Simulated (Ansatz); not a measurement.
Input and output of a self-consistent single point for SbP (F-43m, 2 atoms in the cell) (Ansatz, a program for electronic structure).

Method: revPBE, default PAW files made with PBE (plane waves; Ansatz).

```yaml
crystal:
  lattice:
    - [0.00000, 3.00631, 3.00631]
    - [3.00631, 0.00000, 3.00631]
    - [3.00631, 3.00631, 0.00000]
  atoms:
    - { symbol: P, position: [0.25000, 0.25000, 0.25000] }
    - { symbol: Sb, position: [0.00000, 0.00000, 0.00000] }
```

Reference input (self-consistent single point, DFT, revPBE, plane waves, default PAW files made with PBE): basis.ecutwfc = 420 eV; kpoints.mp_grid.grid = 7 7 7; hamiltonian.xc = revpbe; hamiltonian.pseudopotentials = {kind: paw} (the program's default PAW files); scf.occupations.method = methfessel_paxton; scf.occupations.width = 0.1 eV. This run's input differs from it in these lines:

Ansatz 0.2 input:
```diff
@@ -10,3 +10,3 @@
 basis:
-  ecutwfc: 420.0
+  ecutwfc: 735.0
 kpoints:
```

The program printed (abridged):

```
SCF iter   1: F=—  HF=-7247.553423 eV  |F-HF|=—  |Δ(HF+E_count)|=         —  Δρ=2.67e-3  dr2=6.17e-3  ethr=1.77e-3  ⟨swp⟩=6.0  Hψ=1787  notcnv=0
all-band conjugate gradients solve this SCF's bands
preconditioner: auto → none
SCF iter   2: F=—  HF=-7247.552086 eV  |F-HF|=—  |Δ(HF+E_count)|=   1.34e-3  S|Δr|=    0.00e0  Δρ=1.10e-3  dr2=1.26e-3  ethr=3.09e-5  ⟨swp⟩=2.7  Hψ=661  notcnv=0
SCF iter   3: F=—  HF=-7247.551967 eV  |F-HF|=—  |Δ(HF+E_count)|=   1.19e-4  S|Δr|=    0.00e0  Δρ=3.85e-4  dr2=1.04e-4  ethr=6.30e-6  ⟨swp⟩=2.5  Hψ=361  notcnv=0
SCF iter   4: F=—  HF=-7247.551986 eV  |F-HF|=—  |Δ(HF+E_count)|=   1.97e-5  S|Δr|=    0.00e0  Δρ=1.02e-4  dr2=3.50e-6  ethr=5.19e-7  ⟨swp⟩=2.0  Hψ=360  notcnv=0
SCF iter   5: F=—  HF=-7247.551991 eV  |F-HF|=—  |Δ(HF+E_count)|=   4.61e-6  S|Δr|=    0.00e0  Δρ=1.72e-5  dr2=1.23e-7  ethr=1.75e-8  ⟨swp⟩=2.6  Hψ=531  notcnv=0
SCF iter   6: F=-7247.551991 eV  HF=-7247.551991 eV  |F-HF|=3.80e-9  |Δ(HF+E_count)|=   3.93e-8  S|Δr|=    0.00e0  Δρ=3.39e-6  dr2=6.56e-9  ethr=5.00e-10  ⟨swp⟩=7.0  Hψ=1486  notcnv=0
SCF 1 converged in 6 iterations: F = -7247.551991 eV  dr2 = 6.56e-9
Stability not checked (fill_not_monotonic)
Free energy (F): -7247.551991 eV
Internal energy: -7247.554033 eV  (E = F + TS)
E sigma→0 (E₀):  -7247.552501 eV
Entropy (-TS):   0.002042 eV (1.021 meV/atom)
Fermi energy:    8.254549 eV
--- Forces (eV/Å), atoms counted from 1 ---
  atom   1  P      0.00000000    -0.00000000    -0.00000000
  atom   2  Sb    -0.00000000    -0.00000000    -0.00000000
--- Stress (GPa, compression-positive) ---
        9.450670       0.000000      -0.000000
        0.000000       9.450670       0.000000
        0.000000       0.000000       9.450670
  P = ⅓ Tr σ = 9.4507 GPa (94.507 kbar)
  The stress holds the Pulay correction. Without it, at fixed plane waves, as pw.x and ABINIT print it: P = 9.4497 GPa
```

The run converged in 6 iterations. Against the reference run the free energy goes down by 1.1 meV/atom and the pressure hardly changes (9.46 to 9.45 GPa).

The starting cell was generated: these elements placed on a structure prototype, without a prior relaxation; it need not be a known phase or ordering of this composition. Ansatz's pressure includes its estimate of the finite-basis (Pulay) stress. The run gives no clean gap (levels at the Fermi energy touch, overlap or are partly filled at this smearing), which alone does not show that the compound is a metal.
